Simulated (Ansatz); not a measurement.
Consider Ta$_{2}$N in the anti-CdI2 type structure (space group P-3m1, No. 164; a = 3.065 Å, c = 4.889 Å; relaxed with 0.1 eV smearing). Axes: x lies along a and z along c of the hexagonal cell.

Calculations: r2SCAN+rVV10/PAW in Ansatz (a quantum-chemistry and plane-wave program), no spin-orbit coupling.

For the base:

```
Quantity                         Result
-----------------------------  --------
Pressure                        0.0 GPa
Shortest interatomic distance  217.1 pm
```

It is then changed as follows: the symmetric strain tensor [0.0057 -0.0085 -0.0058; -0.0085 -0.0029 -0.0022; -0.0058 -0.0022 0.0069]; the atoms relax in the strained cell.

Question: Estimate the effect on the pressure, energy relative to the base and shortest interatomic distance.

Answer: The pressure (mean of the normal stresses, compression positive) goes from zero to -2.8 GPa; the energy goes up by 3.6 meV/atom; the shortest interatomic distance stays essentially unchanged (217.1 pm against 217.2 pm).

No phonon test of stability was made. All final runs are without spin polarisation. An odd electron count without spin: Ta2N.
